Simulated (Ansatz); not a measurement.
Take InSb in the zinc blende structure (space group F-43m, No. 216; a = 6.635 Å) as the base.

(Cell as relaxed with PBE.)

Levels (all Ansatz, a first-principles code, PAW, earlier PAW set): PBE (420 eV, scalar-relativistic without spin-orbit coupling); r2SCAN (500 eV, spin-orbit coupling left out).

Each level relaxes its own structure.

```tsv
base	PBE	r2SCAN
volume per atom	36.51 Å³	35.24 Å³
lattice parameter a	12.538 bohr	12.391 bohr
band gap	zero	zero
```

One thing is altered: a hydrostatic pressure of 7.5 GPa.

```
quantity              PBE    r2SCAN
---------------  --------  --------
volume per atom  31.61 Å³  31.03 Å³
band gap          0.23 eV   0.81 eV
```

PBE's volume per atom lies 0.58 Å³ above r2SCAN's (1.9 %); PBE's band gap lies 0.58 eV below r2SCAN's. Neither level is exact; r2SCAN is the comparison here, not a measurement.

With Sb present, leaving out spin-orbit coupling can change the band edges. Load acts through the strain it causes; cell and atoms are relaxed under it. Stability against distortions was not tested. Tetrahedral semiconductors of this kind turn to denser phases somewhere between about 1 and 50 GPa; those were not computed, so compressed cells here can lie past the real transition. The final runs are not spin-polarised. Gaps under 0.05 eV, about the width of the smearing, are given as zero. A zero or small gap of InSb can be the functional's error rather than a property of the material.
